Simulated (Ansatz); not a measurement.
Results of r²SCAN (Ansatz, an electronic-structure program, plane waves, PAW) for CsCl-type FeAl.

Run with plane-wave cutoff 600 eV, 22×22×22 k mesh, Fermi–Dirac smearing 0.034 eV (set by the program), no spin polarisation, scalar-relativistic PAW data made under PBE.

Computed at the level's own relaxed cell.

```
CELL_PARAMETERS angstrom
      2.84285     0.00000     0.00000
      0.00000     2.84285     0.00000
      0.00000     0.00000     2.84285
ATOMIC_POSITIONS crystal
  Al 0.50000 0.50000 0.50000
  Fe 0.00000 0.00000 0.00000
```

**Question.** Give the elastic tensor (Voigt notation, GPa, ions relaxed, in the Cartesian axes of the cell as printed).

**Answer.** 
```
  296.2   147.0   147.0     0.0     0.0     0.0
  147.0   296.2   147.0     0.0     0.0     0.0
  147.0   147.0   296.2     0.0     0.0     0.0
    0.0     0.0     0.0   162.2     0.0     0.0
    0.0     0.0     0.0     0.0   162.2     0.0
    0.0     0.0     0.0     0.0     0.0   162.2
```

Computed values are for the static lattice.
